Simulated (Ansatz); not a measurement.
CsCl-type AuZn (cubic form, which distorts at low temperature), treated with revPBE (plane waves, PAW; Ansatz, an electronic-structure program).

Settings: plane-wave cutoff 520 eV, 18×18×18 k mesh, Fermi–Dirac smearing 0.05 eV, scalar-relativistic PAW data made under PBE.

The volume scan:

| V (Å³/atom) | E − E_lowest (meV/atom) | P (GPa) |
|---|---|---|
| 15.553 | 23.04 | 7.90 |
| 15.884 | 9.86 | 4.93 |
| 16.215 | 2.41 | 2.33 |
| 16.546 | 0.00 | 0.05 |
| 16.877 | 2.00 | -1.95 |
| 17.208 | 7.86 | -3.69 |
| 17.539 | 17.10 | -5.22 |

### Question
What bulk modulus B0 and pressure derivative B′ does a third-order Birch–Murnaghan fit give?

### Answer
V0 = 16.554 Å³/atom, B0 = 106 GPa, B′ = 5.6 (fit to the energies at full precision).

Measured, for comparison: bulk modulus 131 GPa (temperature not stated, no zero-point or thermal correction; as tabulated in Nepal et al. (2020), arXiv:2007.11150). Computed (rounded) less measured: bulk modulus -19 %.

Note: symmetry holds this phase in the static calculation, where it need not be a minimum.

Spin–orbit coupling is not included; it can shift volumes and moduli of such heavy elements.

Static lattice: no zero-point or thermal effects.
